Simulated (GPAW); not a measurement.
# Pressure against volume in bcc W (space group 229) (GPAW, PBE)

```xyz
1
Lattice="-1.5519 1.5519 1.5519 1.5519 -1.5519 1.5519 1.5519 1.5519 -1.5519" Properties=species:S:1:pos:R:3 pbc="T T T"
W      0.0000     0.0000     0.0000
```

Level of theory: PBE, GPAW PAW datasets PBE (gpaw-data 1.0.1) (plane waves; GPAW). Settings: mode = pw; ecut = 585 eV; xc = PBE; kpts = 26 26 26; mesh shift (steps) = 0 0 0; occupations.name = fermi-dirac; occupations.width = 0.05 eV; nbands = -7; convergence.forces = 0.001 eV/Å; symmetry.symmorphic = false; symmetry.tolerance = 0.0005; maxiter = 150. The cell above is the first row's. The rows scale it uniformly. In all rows the k mesh is held.

| V (Å^3/atom) | P (GPa) |
|---|---|
| 14.951 | ? |
| 15.276 | 18.20 |
| 15.601 | 10.59 |
| 15.926 | 3.67 |
| 16.251 | -2.49 |
| 16.576 | -8.01 |
| 16.901 | -13.01 |
| 17.226 | -17.55 |
| 17.551 | -21.61 |

Q: Fit P against V with a cubic, and predict the withheld value at V = 14.951.

A: With u = V - 16.4, the rows have u = -1.1240, -0.7990, -0.4740, -0.1490, 0.1760, 0.5010, 0.8260, 1.1510. Least squares gives P = -5.098 - 17.1383·u + 2.8141·u² - 0.3421·u³. Residuals (row less fit): -0.007, 0.023, -0.024, -0.009, 0.019, 0.011, -0.023, 0.008; standard error 0.024 (degrees of freedom: 4). The fitted pressure is zero at V0 = 16.12, where dP/dV = -18.82, so B0 = -V0·dP/dV = 303 GPa. At the withheld row, u = -1.4490, so P = -5.098 - 17.1383 × (-1.4490) + 2.8141 × (-1.4490)² - 0.3421 × (-1.4490)³ = 26.685 GPa. The calculation gives 26.69 GPa, 0.005 GPa above the prediction (under 0.05 % of the range of P in the table). The row lies outside the fitted rows, so this is an extrapolation. From the scatter of the fitted rows alone, a prediction at this place has a standard error of 0.064 GPa, so the miss is 0.1 times that.

Carrying the step between the two nearest rows on in a straight line would have given 25.81, off by 0.88; series whose last step already gives the withheld value aren't shown. The scan was laid around a cell of about the measured size, scaled by a guess for this functional. Spin polarisation is off. Spin-orbit coupling is off. Cutoffs and mesh are single choices, not tested for convergence of this quantity. Series with a scatter that would blur these digits, or in which a gap closes, are not shown.
